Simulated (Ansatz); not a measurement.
Al2O3 (model structure, started from the Al2S3 type, Cc, No. 9, 10 atoms in the cell), treated with r²SCAN+rVV10 (Ansatz, an electronic-structure program, plane waves, PAW).

Input:

Ansatz 0.2 input:
```yaml
crystal:
  lattice:
    - [4.8246244482, -2.740371307, 0.0337190919]
    - [4.8246244482, 2.740371307, 0.0337190919]
    - [-3.1063755475, 0.0, 4.6996008009]
  atoms:
    - { symbol: Al, position: [1.0051772923, 0.1611595664, 0.5164525536] }
    - { symbol: Al, position: [0.1611595664, 1.0051772923, 0.0164525536] }
    - { symbol: Al, position: [0.6856857787, 0.8013807376, 0.4930125215] }
    - { symbol: Al, position: [0.8013807376, 0.6856857787, 0.9930125215] }
    - { symbol: O, position: [0.0248374307, 0.3048601302, 0.8856669972] }
    - { symbol: O, position: [0.3048601302, 0.0248374307, 0.3856669972] }
    - { symbol: O, position: [0.8671314695, 0.8787092388, 0.8650436237] }
    - { symbol: O, position: [0.8787092388, 0.8671314695, 0.3650436237] }
    - { symbol: O, position: [0.434712241, 0.7533261149, 0.864864304] }
    - { symbol: O, position: [0.7533261149, 0.434712241, 0.364864304] }
basis:
  ecutwfc: 560
  ecutrho_ratio: 4
  xc_grid: 3
kpoints:
  mp_grid: { grid: [8, 8, 8] }
  band_path:
    path:
      - [0.0, 0.0, 0.0]
      - [-0.045604, 0.045604, 0.0]
      - [-0.091208, 0.091208, 0.0]
      - [-0.136811, 0.136811, 0.0]
      - [-0.182415, 0.182415, 0.0]
      - [-0.228019, 0.228019, 0.0]
      - [-0.273623, 0.273623, 0.0]
      - [-0.319226, 0.319226, 0.0]
      - [-0.36483, 0.36483, 0.0]
      - [-0.63517, -0.36483, 0.0]
      - [-0.567585, -0.432415, 0.0]
      - [-0.5, -0.5, 0.0]
      - [-0.428571, -0.428571, 0.0]
      - [-0.357143, -0.357143, 0.0]
      - [-0.285714, -0.285714, 0.0]
      - [-0.214286, -0.214286, 0.0]
      - [-0.142857, -0.142857, 0.0]
      - [-0.071429, -0.071429, 0.0]
      - [-0.083333, -0.083333, 0.083333]
      - [-0.166667, -0.166667, 0.166667]
      - [-0.25, -0.25, 0.25]
      - [-0.333333, -0.333333, 0.333333]
      - [-0.416667, -0.416667, 0.416667]
      - [-0.5, -0.5, 0.5]
      - [-0.548496, -0.451504, 0.5]
      - [-0.596992, -0.403008, 0.5]
      - [-0.645487, -0.354513, 0.5]
      - [-0.693983, -0.306017, 0.5]
      - [-0.742479, -0.257521, 0.5]
      - [-0.257521, 0.257521, 0.5]
      - [-0.206017, 0.206017, 0.5]
      - [-0.154513, 0.154513, 0.5]
      - [-0.103008, 0.103008, 0.5]
      - [-0.051504, 0.051504, 0.5]
      - [0.0, 0.0, 0.5]
      - [0.0, 0.0, 0.416667]
      - [0.0, 0.0, 0.333333]
      - [0.0, 0.0, 0.25]
      - [0.0, 0.0, 0.166667]
      - [0.0, 0.0, 0.083333]
      - [-0.5, 0.0, 0.5]
      - [-0.428571, 0.0, 0.428571]
      - [-0.357143, 0.0, 0.357143]
      - [-0.285714, 0.0, 0.285714]
      - [-0.214286, 0.0, 0.214286]
      - [-0.142857, 0.0, 0.142857]
      - [-0.071429, 0.0, 0.071429]
      - [-0.083333, 0.0, 0.0]
      - [-0.166667, 0.0, 0.0]
      - [-0.25, 0.0, 0.0]
      - [-0.333333, 0.0, 0.0]
      - [-0.416667, 0.0, 0.0]
      - [-0.5, 0.0, 0.0]
    npoints: 1
hamiltonian:
  xc: r2scan
  dispersion: rvv10
  pseudopotentials: { kind: paw }
scf:
  occupations: { method: fermi_dirac, width: 0.01 }
  convergence: { dr2_threshold: 0.000000001 }
output:
  forces: true
  stress: true
  eigenvalues: true
  write_bands: true
```

Excerpt of the program's output:

```
Crystal: 10 atoms, lattice volume = 124.843 Å³
Basis set: ecut = 560 eV, 3765 PW (Γ), exchange–correlation on 135×135×135 points (27 copies of the dense FFT grid, shifted against one another)
Bands: 34, of which v1, the nominal top of the filled ones, is band 24 counted from 1 (23 counted from 0)
Symmetry: 2 space group operations
Space group: Cc (ITA 9), of the structure as read, at distance tolerance 5.0e-5 Å
k-points: 150 of 512 (time reversal used)
Functional: x = r2scan, c = r2scan + rvv10(b = 11.95, C = 0.0093); τ floored in thin density (d = 2e-4 eV/Å³)
SCF iter   1: F=—  HF=-5585.296865 eV  |F-HF|=—  |Δ(HF+E_count)|=         —  Δρ=5.88e-3  dr2=4.30e-2  dr2_τ=6.08e-1
SCF iter   2: F=—  HF=-5585.610129 eV  |F-HF|=—  |Δ(HF+E_count)|=   3.13e-1  Δρ=4.20e-3  dr2=1.40e-2  dr2_τ=1.24e-3
  ...
SCF iter   9: F=—  HF=-5585.606768 eV  |F-HF|=—  |Δ(HF+E_count)|=  8.26e-10  Δρ=1.98e-6  dr2=3.49e-9  dr2_τ=5.19e-10
SCF iter  10: F=-5585.606768 eV  HF=-5585.606768 eV  |F-HF|=2.73e-11  |Δ(HF+E_count)|=  6.77e-10  Δρ=2.24e-7  dr2=5.33e-11  dr2_τ=3.34e-12
SCF 1 converged in 10 iterations: F = -5585.606768 eV  dr2 = 5.33e-11
SCF converged after 10 iterations
Free energy (F): -5585.606768 eV
Internal energy: -5585.606768 eV  (E = F + TS)
E sigma→0 (E₀):  -5585.606768 eV
Fermi energy:    5.268819 eV
--- Forces (eV/Å), atoms counted from 1 ---
  atom   1  Al    -0.00013111    -0.00009266     0.00040196
  atom   2  Al    -0.00013111     0.00009266     0.00040196
  atom   3  Al     0.00019125     0.00003195     0.00049146
  atom   4  Al     0.00019125    -0.00003195     0.00049146
  atom   5  O      0.00028308    -0.00001884    -0.00038211
  atom   6  O      0.00028308     0.00001884    -0.00038211
  atom   7  O     -0.00002049     0.00006778    -0.00033105
  atom   8  O     -0.00002049    -0.00006778    -0.00033105
  atom   9  O     -0.00032752     0.00014933    -0.00018184
  atom  10  O     -0.00032752    -0.00014933    -0.00018184
--- Stress (GPa, compression-positive) ---
        0.002933       0.000000      -0.000020
        0.000000       0.004522       0.000000
       -0.000023       0.000000      -0.003228
  P = ⅓ Tr σ = 0.0014 GPa (0.014 kbar)
```

The PAW data were made under PBE.

Note: the relaxation could raise the start's symmetry but not lower it, so the cell can be a saddle point.

A model structure was made by putting elements into a prototype or built by hand; it is no filed structure, need not be a known phase, and can be a saddle point held by its symmetry.
